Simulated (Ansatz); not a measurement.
N on the 1x1 (111) surface of fcc Cu, one in a 3x3 cell, energies for each (51.4 Å²). Energies are against ½ N2(g), without zero-point or thermal terms; each row is named by its start.

Calculation: PBE (plane waves to 420 eV, PAW; Ansatz, a program for electronic structure).

Which site binds most strongly?
A) hollow Cu-Cu-Cu over Cu at depth 4.1 Å
B) hollow Cu-Cu-Cu over Cu at depth 2.1 Å
C) top Cu

A, hollow Cu-Cu-Cu over Cu at depth 4.1 Å. Adsorption energies: hollow Cu-Cu-Cu over Cu at depth 4.1 Å 1.57 eV; hollow Cu-Cu-Cu over Cu at depth 2.1 Å 1.67 eV; top Cu 3.71 eV.
